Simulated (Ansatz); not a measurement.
# Hf in the hcp (Mg type) structure (space group P6_3/mmc, No. 194)

```cif
data_Hf2
_chemical_formula_sum 'Hf2'
_space_group_name_H-M_alt 'P63/mmc'
_space_group_IT_number 194
_space_group_name_Hall '-P 6c 2c'
_cell_length_a 3.20421
_cell_length_b 3.20421
_cell_length_c 5.06907
_cell_angle_alpha 90.000
_cell_angle_beta 90.000
_cell_angle_gamma 120.000
loop_
_atom_site_label
_atom_site_type_symbol
_atom_site_symmetry_multiplicity
_atom_site_Wyckoff_symbol
_atom_site_fract_x
_atom_site_fract_y
_atom_site_fract_z
_atom_site_occupancy
Hf1 Hf 2 c 0.33333 0.66667 0.25000 1
```

Level of theory: PBE/PAW in Ansatz (a program for electronic structure), scalar-relativistic without spin-orbit coupling. Settings: 17×17×9 k-points, 0.05 eV Fermi–Dirac smearing.

| Item | Result |
|---|---|
| Volume per atom | 22.54 Å³ |
| Density | 13.15 g/cm³ |
| Band gap | zero |
| Total energy | -15721.363 eV/atom (σ→0; compares only within this code and set-up) |

No phonon test of stability was made. All final runs are without spin polarisation.
